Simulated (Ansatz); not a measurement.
**Lattice thermal conductivity of InP (zinc blende, F-43m)**

Method: the phonon Boltzmann equation with three-phonon and isotope scattering; Ansatz (an electronic-structure program), PBE functional, plane-wave PAW; third-order constants from a 54-atom supercell out to 5.5 Å, harmonic mesh 6×6×6, k mesh 6×6×6, scattering mesh 15×15×15. Dynamical quadrupoles are not included in the interpolation of the phonons between the solved wave vectors. Unless called populations, κ holds the coherence term between modes besides the Boltzmann populations.

```tsv
T (K)	κ (W/m/K)	κ, relaxation time	coherences (mean)
100	310	300	0.0026
150	190	180	0.0051
200	140	130	0.0067
250	110	110	0.0078
300	91	89	0.0086
400	68	66	0.0098
500	55	53	0.011
600	46	44	0.012
800	34	33	0.014
1000	27	27	0.016
```

* **highest phonon frequency**: 9.7 THz
* **exponent n of κ ∝ T⁻ⁿ above 300 K**: 1.00

The result is for a perfect infinite crystal and omits four-phonon processes.

The crystal is held in this phase throughout; melting and phase transitions are not modelled.
